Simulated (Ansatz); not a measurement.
Ansatz (a quantum-chemistry and plane-wave program) run on the (111) slab of NaAu2 (cut from a parent of space group no. 227; 12 atoms in the cell): self-consistent single point.

Method: PBEsol, default PAW files made with PBE (plane waves; Ansatz).

```xyz
12
Lattice="5.5619 0.0000 0.0000 2.7810 4.8168 0.0000 0.0000 0.0000 21.3796" Properties=species:S:1:pos:R:3 pbc="T T T"
Au     4.2865     0.8692     7.0000
Au     2.8960     1.6720     9.2706
Au     1.5055     0.8692     7.0000
Au     2.8960     3.2776     7.0000
Au     1.5055     2.4748    11.5413
Au     5.6769     3.2776    13.8119
Au     4.2865     2.4748    11.5413
Au     2.8960     0.0664    11.5413
Na     5.6769     3.2776     8.7030
Na     0.1150     0.0664     9.8383
Na     0.1150     0.0664    13.2443
Na     2.8960     1.6720    14.3796
```

Reference input (self-consistent single point, DFT, PBEsol, plane waves, default PAW files made with PBE): basis.ecutwfc = 30.9 Ry; kpoints.mp_grid.grid = 4 4 1; hamiltonian.xc = pbesol; hamiltonian.pseudopotentials = {kind: paw} (the program's default PAW files); scf.occupations.method = fermi_dirac; scf.occupations.width = 0.0073 Ry. This run's input differs from it in these lines:

Ansatz 0.2 input:
```diff
@@ -22,3 +22,3 @@
 kpoints:
-  mp_grid: { grid: [4, 4, 1] }
+  mp_grid: { grid: [8, 8, 1] }
 hamiltonian:
```

Log, with long lists cut:

```
SCF iter   1: F=—  HF=-109961.172088 eV  |F-HF|=—  |Δ(HF+E_count)|=         —  Δρ=3.37e-3  dr2=1.20e0  ethr=1.77e-3  ⟨swp⟩=7.7  Hψ=4663  notcnv=0  defer=35
all-band conjugate gradients solve this SCF's bands
preconditioner: auto → LDOS
SCF iter   2: F=—  HF=-109961.094022 eV  |F-HF|=—  |Δ(HF+E_count)|=   7.81e-2  Δρ=2.00e-3  dr2=5.67e-2  ethr=6.37e-4  ⟨swp⟩=2.0  Hψ=1394  notcnv=0  defer=72
   [... lines left out ...]
SCF iter   6: F=—  HF=-109961.087240 eV  |F-HF|=—  |Δ(HF+E_count)|=   3.64e-4  Δρ=4.37e-5  dr2=1.86e-5  ethr=3.88e-8  ⟨swp⟩=2.3  Hψ=1753  notcnv=0  defer=71
SCF iter   7: F=—  HF=-109961.087239 eV  |F-HF|=—  |Δ(HF+E_count)|=   4.88e-7  Δρ=1.10e-5  dr2=1.53e-6  ethr=9.91e-9  ⟨swp⟩=2.0  Hψ=1570  notcnv=0  defer=71
SCF iter   8: F=—  HF=-109961.087240 eV  |F-HF|=—  |Δ(HF+E_count)|=   9.44e-7  Δρ=5.48e-6  dr2=2.77e-7  ethr=8.15e-10  ⟨swp⟩=2.0  Hψ=1543  notcnv=0  defer=71
SCF iter   9: F=-109961.087240 eV  HF=-109961.087240 eV  |F-HF|=2.97e-8  |Δ(HF+E_count)|=   5.21e-8  Δρ=1.73e-6  dr2=4.47e-8  ethr=5.32e-11  ⟨swp⟩=16.4  Hψ=4987  notcnv=0
SCF 1 converged in 9 iterations: F = -109961.087240 eV  dr2 = 4.47e-8
Free energy (F): -109961.087240 eV
Internal energy: -109960.955796 eV  (E = F + TS)
E sigma→0 (E₀):  -109961.021518 eV
Entropy (-TS):   -0.131444 eV (-10.954 meV/atom)
Fermi energy:    2.966466 eV
--- Forces (eV/Å), atoms counted from 1 ---
  atom   1  Au     0.38834536    -0.22421133     0.23367101
  atom   2  Au    -0.00000000    -0.00000000    -0.07718645
  atom   3  Au    -0.38834538    -0.22421129     0.23367101
  atom   4  Au     0.00000002     0.44842261     0.23367101
  atom   5  Au     0.03970181    -0.02292185    -0.01974776
  atom   6  Au    -0.00000000     0.00000000    -0.03552640
  atom   7  Au    -0.03970181    -0.02292185    -0.01974776
  atom   8  Au     0.00000000     0.04584370    -0.01974776
   [... lines left out ...]
  atom  12  Na    -0.00000000    -0.00000000    -0.07705239
--- Stress (GPa, compression-positive) ---
       -1.686662      -0.000000      -0.000000
       -0.000000      -1.686662      -0.000000
       -0.000000      -0.000000      -0.794873
  P = ⅓ Tr σ = -1.3894 GPa (-13.894 kbar)
  The stress holds the Pulay correction. Without it, at fixed plane waves, as pw.x and ABINIT print it: P = -1.4008 GPa
```

The run converged in 9 iterations. Against the reference run the free energy rises by 18.3 meV/atom and the largest force goes from 0.521 to 0.506 eV/Å.

The starting cell comes from a database of computed structures (which also holds hypothetical and non-ambient phases and stackings), without a prior relaxation at this level. The slab is cut from that crystal, and its faces are unrelaxed. Its lattice was rescaled by up to half a per cent. Spin-orbit coupling is off. The two faces of this cut differ, and no dipole correction was used.

Cost on one core of a shared machine: roughly 40 s.
